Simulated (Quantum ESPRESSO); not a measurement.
## Equation of state of rock-salt PbS (space group 225): energy against volume (Quantum ESPRESSO, PBE)

```yaml
crystal:
  lattice:
    - [0.00000, 2.91719, 2.91719]
    - [2.91719, 0.00000, 2.91719]
    - [2.91719, 2.91719, 0.00000]
  atoms:
    - { symbol: Pb, position: [0.00000, 0.00000, 0.00000] }
    - { symbol: S, position: [0.50000, 0.50000, 0.50000] }
```

Method of the run: PBE, GBRV 1.5 ultrasoft (PBE) pseudopotentials (plane waves; Quantum ESPRESSO). Settings: ecutwfc = 52 Ry; ecutrho = 260 Ry; occupations = smearing; smearing = fermi-dirac; degauss = 0.000734986 Ry; potentials = {Pb: pb_pbe_v1.uspp.F.UPF, S: s_pbe_v1.4.uspp.F.UPF}; K_POINTS = automatic 10 10 10 0 0 0; conv_thr = 1e-10 Ry; mixing_beta = 0.7. The cell above is the first row's. The rows scale it uniformly. In all rows fractional positions and the k mesh are held. E is the free energy at the stated smearing, counted from the lowest row.

| V (Å^3/atom) | E (meV/atom) |
|---|---|
| 24.825 | ? |
| 25.365 | 19.71 |
| 25.905 | 8.81 |
| 26.444 | 2.39 |
| 26.984 | 0.00 |
| 27.524 | 1.21 |
| 28.063 | 5.67 |
| 28.603 | 13.05 |
| 29.143 | 23.04 |

Fit E of the 8 rows that show it with the third-order Birch-Murnaghan form, a cubic in V^(-2/3). With u = V^(-2/3) - 0.111, the rows have u = 0.004836, 0.003221, 0.001663, 0.000155, -0.001304, -0.002713, -0.004080, -0.005405. Least squares gives E = -0.039 + 100.4·u + 816617·u² + 1472748·u³. Residuals (row less fit): -0.001, 0.004, -0.003, 0.004, -0.005, 0.000, 0.005, -0.002; standard error 0.005 (degrees of freedom: 4). Its minimum lies at u = -0.000061, so V0 = (0.110939)^(-3/2) = 27.06. There d²E/du² = 1633000 and d³E/du³ = 8836000, so B0 = (4/9) × 27.06^(-7/3) × 1633000 × 0.160218 = 52.9 GPa (the last factor turns the table's units into GPa), and B0' = 4 + (2/3) × 0.110939 × (8836000)/1633000 = 4.4. The program's pressures in the fitted runs (not shown) pass through zero at V = 27.06, 0.02 % from this V0.

**Question.** Estimate the missing E (V = 24.825); what did the run itself give?

**Answer.** u = 0.006510, so E = -0.039 + 100.4 × 0.006510 + 816617 × 0.006510² + 1472748 × 0.006510³ = 35.629 meV/atom. The calculation gives 35.57 meV/atom, 0.059 meV/atom below the prediction (0.2 % of the range of E in the table). The row lies outside the fitted rows, so this is an extrapolation. From the scatter of the fitted rows alone, a prediction at this place has a standard error of 0.015 meV/atom, so the miss is 3.9 times that.

Carrying the step between the two nearest rows on in a straight line would have given 30.61, off by 4.96; series whose last step already gives the withheld value aren't shown. The scan was laid around a cell of about the measured size, scaled by a guess for this functional. The runs keep the symmetry of the cell, so they don't test it for distortions. Spin-orbit coupling is off. Cutoffs and mesh are single choices, not tested for convergence of this quantity. Series with a scatter that would blur these digits, or in which a gap closes, are not shown. Nor are scans whose minimum lies at an end fitted in this form.

Terms beyond the fitted order, or numerical noise in single rows, can give a miss of this size; the table doesn't tell which.
